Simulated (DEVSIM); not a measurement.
System: abrupt Ge n-p junction, at 350 K.

```
layer (left to right)  material  thickness (μm)  Nd (cm⁻³)  Na (cm⁻³)  τn (s)  τp (s)
---------------------  --------  --------------  ---------  ---------  ------  ------
1                            Ge            3.00     1.5e16          -  1.3e-5  1.3e-5
2                            Ge            1.80          -     5.1e15  1.3e-5  1.3e-5
```

Left contact: ohmic. Right contact: ohmic. Voltage is applied to the left contact. Recombination: SRH at mid-gap, radiative, Auger. Mobility is μmin + (μ − μmin)/(1 + (N/Nref)^α).

Constants are typed, rounded textbook-type inputs, not results; the design itself was drawn at random and stands for no fabricated device. Values at 300 K; Nc and Nv go as T^1.5, mobilities as T to minus their exponent, the gap by Varshni's rule with the affinity fixed.

| parameter | Ge |
|---|---|
| gap (eV) | 0.664 |
| affinity (eV) | 4 |
| permittivity | 16 |
| Nc (cm⁻³) | 1.04e19 |
| Nv (cm⁻³) | 6e18 |
| μn (cm²/Vs) | 3900 |
| μp (cm²/Vs) | 1900 |
| μn,min | 150 |
| μp,min | 100 |
| Nref,n | 2.6e17 |
| Nref,p | 4e17 |
| αn | 0.56 |
| αp | 0.6 |
| T exponent of μn | 1.66 |
| T exponent of μp | 2.33 |
| B (cm³/s) | 6.4e-14 |
| Cn (cm⁶/s) | 1e-31 |
| Cp (cm⁶/s) | 1e-31 |
| Varshni α (eV/K) | 0.000477 |
| Varshni β (K) | 235 |

DEVSIM, 1D drift-diffusion, Boltzmann statistics, complete ionisation; no tunnelling, impact ionisation, image-force lowering or self-heating.

The thickness of layer 1 was swept, all else fixed.

| thickness of layer 1 (μm) | dark forward voltage at 100 A/cm² (V) |
|---|---|
| 0.6 | 0.142 |
| 1 | 0.145 |
| 1.8 | 0.149 |
| 3 | 0.152 |
| 5.1 | 0.157 |
| 9 | 0.165 |
| 15 | 0.175 |

From the first row to the last the dark forward voltage at 100 A/cm² goes from 0.142 to 0.175.
